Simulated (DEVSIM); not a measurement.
System: abrupt In0.53Ga0.47As p-n junction, at 400 K.

Layer 1 from the left is In0.53Ga0.47As, thickness (μm) 47.0, Na (cm⁻³) 1.1e17, τn (s) 7.9e-10, τp (s) 7.9e-10. Layer 2 from the left is In0.53Ga0.47As, thickness (μm) 2.60, Nd (cm⁻³) 1.1e16, τn (s) 7.9e-10, τp (s) 7.9e-10.

Left contact: ohmic. Right contact: ohmic. Voltage is applied to the left contact. Recombination: SRH at mid-gap. Mobility is μmin + (μ − μmin)/(1 + (N/Nref)^α).

This is a model device: material constants are rounded textbook-type values typed into the input, and sizes, dopings and lifetimes were drawn at random. Values at 300 K; Nc and Nv go as T^1.5, mobilities as T to minus their exponent, the gap by Varshni's rule with the affinity fixed.

In0.53Ga0.47As: gap (eV) 0.74, affinity (eV) 4.51, permittivity 13.9, Nc (cm⁻³) 2.1e17, Nv (cm⁻³) 7.7e18, μn (cm²/Vs) 12000, μp (cm²/Vs) 300, μn,min 300, μp,min 10, Nref,n 1.3e17, Nref,p 4.9e17, αn 0.48, αp 0.4, T exponent of μn 1.6, T exponent of μp 1.6, Varshni α (eV/K) 0.00035, Varshni β (K) 190.

### Question
Estimate by hand the built-in potential, the peak field at zero bias, the capacitance at -2 V, and compare with a numerical solution.

### Answer

- Built-in potential: ni = √(Nc Nv) exp(−Eg/2kT) = 6.65e13 cm⁻³ with Eg = 0.709 eV; Vbi = kT/q ln(Na Nd/ni²) = 0.432 V; numerical 0.432 V.
- Peak field at zero bias: depletion approximation: W = √(2εVbi/(qN)) = 0.257 μm with N = 1.00e16 cm⁻³; field = 2Vbi/W = 33500 V/cm; numerical 32900 V/cm (estimate above by 1.8 %).
- Capacitance at -2 V: C = √(qεN / 2(Vbi + |V|)) = 20.1 nF/cm²; numerical 20.4 nF/cm² (estimate below by 1.4 %).

DEVSIM, 1D drift-diffusion, Boltzmann statistics, complete ionisation; no tunnelling, impact ionisation, image-force lowering or self-heating.
